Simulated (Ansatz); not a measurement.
## Refining one setting for a (110) slab of Ta (cut from a parent of space group no. 229; 6 atoms in the cell)

```
Ta
1.0
    3.39161     0.00000     0.00000
    0.00000     4.79647     0.00000
    0.00000     0.00000    16.68080
Ta
6
Direct
  0.00000   0.75000   0.35969
  0.50000   0.25000   0.35969
  0.00000   0.25000   0.50000
  0.50000   0.75000   0.50000
  0.00000   0.75000   0.64031
  0.50000   0.25000   0.64031
```

Method of the run: PBEsol, PAW files made with PBE (plane waves; Ansatz, an electronic-structure program).

The starting cell comes from a database of computed structures (which also holds hypothetical and non-ambient phases and stackings), without a prior relaxation at this level. The slab is cut from that crystal, and its faces are unrelaxed. Its lattice was rescaled in the plane by a random factor within 2.5 % of one. Spin polarisation is off. In the base run, forces exceed 1 eV/Å.

Held fixed: basis.ecutwfc = 420 eV; kpoints.mp_grid.grid = 8 6 1; hamiltonian.xc = pbesol; hamiltonian.pseudopotentials = {kind: paw} (the program's default PAW files); scf.occupations.method = gaussian; scf.occupations.width = 0.1 eV; efield.axis = 3; efield.dipole_correction = true.

ΔF is the free energy per atom less that of the last row (28.0).

The series runs over vacuum between outermost atoms (Å) = 3.0; 4.0; 5.0; 6.0; 8.0; 10.0; 12.0; 15.0; 18.0; 22.0; 28.0.

Task: From which setting on does the largest force stay within 0.005 eV/Å of the last one?

Result: From vacuum between outermost atoms (Å) = 10.0 on; the one before it is off by 0.0073 eV/Å. The value it settles on is 1.125 eV/Å at this level of theory and with the other settings as held.

Task: From which setting on does the energy stay within 2 meV/atom of the last one?

Result: From vacuum between outermost atoms (Å) = 8.0 on; the one before it is off by 22 meV/atom.

```csv
vacuum between outermost atoms (Å),ΔF (meV/atom),largest force (eV/Å),plane waves,iterations
3.0,-545.6,0.570,2431,10
4.0,-252.5,0.314,2771,11
5.0,-79.1,0.852,3083,9
6.0,-21.9,1.040,3397,9
8.0,-1.77,1.118,4033,9
10.0,-0.18,1.124,4663,9
12.0,-0.02,1.125,5301,9
15.0,0.00,1.125,6243,9
18.0,0.00,1.125,7209,9
22.0,-0.01,1.125,8451,9
28.0,0.00,1.125,10355,9
```

Left out of this page: 1 run of the series outside the window shown, repeating another row's setting, or not comparable.

Keys are those of Ansatz 0.2.
